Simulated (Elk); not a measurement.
Elk run on RuAl (Pm-3m, 2 atoms in the cell): self-consistent single point.

Method of the run: PBE, spin-orbit coupling in second variation, all-electron FP-LAPW, Elk's shipped species files, LAPW+lo basis (Elk).

```
CELL_PARAMETERS angstrom
      2.99150     0.00000     0.00000
      0.00000     2.99150     0.00000
      0.00000     0.00000     2.99150
ATOMIC_POSITIONS crystal
  Al 0.50000 0.50000 0.50000
  Ru 0.00000 0.00000 0.00000
```

Reference input (self-consistent single point, DFT, PBE, all-electron FP-LAPW, Elk's shipped species files, LAPW+lo basis): xctype = 20; rgkmax = 7.5; stype = 0; swidth = 0.00999582 Ha; ngridk = 9 9 9; gmaxvr = 14 1/bohr; nxoapwlo = 1; rmtscf = 0.96; maxscl = 100. This run's input differs from it in these lines:

```diff
@@ -5,2 +5,5 @@
   20
+
+spinorb
+  .true.
 
@@ -17,2 +20,8 @@
   0.96
+
+lmaxi
+  3
+
+nempty
+  10
```

The program printed (abridged):

```
│ Self-consistent loop started │
│ Loop number : 1 │
 total energy                :     -4767.72155545
 total moment                :  -0.5060662236E-23  0.2320111700E-22  0.7905231809E-22
│ Loop number : 2 │
 total energy                :     -4768.16215781
 total moment                :   0.7464531519E-23  0.1575855023E-23 -0.2930322266E-23
RMS change in Kohn-Sham potential (target) :   0.3553494576     (  0.1000000000E-05)
Absolute change in total energy (target)   :   0.4406023630     (  0.1000000000E-03)
│ Loop number : 3 │
 total energy                :     -4768.05744494
   [... lines left out ...]
 total energy                :     -4774.83500284
 total moment                :   0.1698769456E-22 -0.8072872828E-23  0.1092496701E-22
RMS change in Kohn-Sham potential (target) :   0.1470275476E-06 (  0.1000000000E-05)
Absolute change in total energy (target)   :   0.3012488387E-03 (  0.1000000000E-03)
│ Loop number : 15 │
 total energy                :     -4774.83499484
 total moment                :  -0.6178246745E-22 -0.1182140985E-21 -0.2391314229E-21
RMS change in Kohn-Sham potential (target) :   0.8668253612E-07 (  0.1000000000E-05)
Absolute change in total energy (target)   :   0.8331441859E-04 (  0.1000000000E-03)
Convergence targets achieved

│ Loop number : 16 │

Energies :
 Fermi                       :     0.385247436404
 xc effective B-field        :    -0.315354146438E-08
 external B-field            :      0.00000000000
 total energy                :     -4774.83498695
 (external B-field energy excluded from total)

Density of states at Fermi energy :    45.18562006
 (states/Hartree/unit cell)

Estimated indirect band gap :   0.1913041166E-02
 from k-point     19 to k-point     25
Estimated direct band gap   :   0.6495433945E-02
 at k-point     25

Charges :
 core                        :    32.00000000
 valence                     :    25.00000000
 interstitial                :    2.953318101
 muffin-tins (core leakage)
  species :    1 (Al)
   atom    1                 :    11.19989018     (  0.7620142946E-03)
  species :    2 (Ru)
   [... lines left out ...]
 muffin-tins
  species :    1 (Al)
   atom    1                 :   0.3448672588E-22 -0.1117326262E-22 -0.1115702940E-24
  species :    2 (Ru)
   atom    1                 :   0.6242367972E-22  0.2352983221E-22  0.1541473211E-21
 total in muffin-tins        :   0.9691040561E-22  0.1235656959E-22  0.1540357508E-21
 total moment                :   0.1032455209E-21 -0.2698980968E-22  0.1258785689E-21

│ Self-consistent loop stopped │
```

The run converged in 16 iterations. The count includes the last loop, which Elk runs after its targets are met. 

The starting cell has typed, rounded lattice constants, without a prior relaxation at this level. Its lattice was rescaled by a random factor within 2.5 % of one. Values depend on the basis (sphere radii, cutoffs, local orbitals), which need not be converged. The log's line on a gap gives a spacing of levels on this mesh, which the program prints for metals too.
